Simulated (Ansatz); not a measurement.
Results of LDA in Ansatz (plane waves, PAW) for AlB2-type HfB₂.

Run with plane-wave cutoff 520 eV, 18×18×12 k mesh (along the axes of the cell as run), Fermi–Dirac smearing 0.1 eV, perturbation theory, force constants from a 6×6×4 q mesh, scalar-relativistic PAW data made under PBE.

Computed at the level's own relaxed cell. Harmonic vibrational thermodynamics at fixed volume:

```csv
T (K),S_vib (J/K per mol of atoms),C_V (J/K per mol of atoms),F_vib (eV/atom)
100,2.85,5.37,0.0902
200,___,___,___
300,___,___,___
400,___,___,___
700,___,___,___
800,___,___,___
900,___,___,___
```

Question: Complete the blanks.

Answer: 
- 200, S_vib (J/K per mol of atoms): 8.35
- 200, C_V (J/K per mol of atoms): 11.11
- 200, F_vib (eV/atom): 0.0844
- 300, S_vib (J/K per mol of atoms): 13.80
- 300, C_V (J/K per mol of atoms): 15.81
- 300, F_vib (eV/atom): 0.0729
- 400, S_vib (J/K per mol of atoms): 18.80
- 400, C_V (J/K per mol of atoms): 18.81
- 400, F_vib (eV/atom): 0.0560
- 700, S_vib (J/K per mol of atoms): 30.50
- 700, C_V (J/K per mol of atoms): 22.55
- 700, F_vib (eV/atom): -0.0218
- 800, S_vib (J/K per mol of atoms): 33.55
- 800, C_V (J/K per mol of atoms): 23.07
- 800, F_vib (eV/atom): -0.0551
- 900, S_vib (J/K per mol of atoms): 36.29
- 900, C_V (J/K per mol of atoms): 23.44
- 900, F_vib (eV/atom): -0.0913

The crystal is taken as a harmonic solid at every temperature: melting, phase changes and thermal expansion are not seen, nor the electrons' share in a metal.

Ansatz is an electronic-structure program.
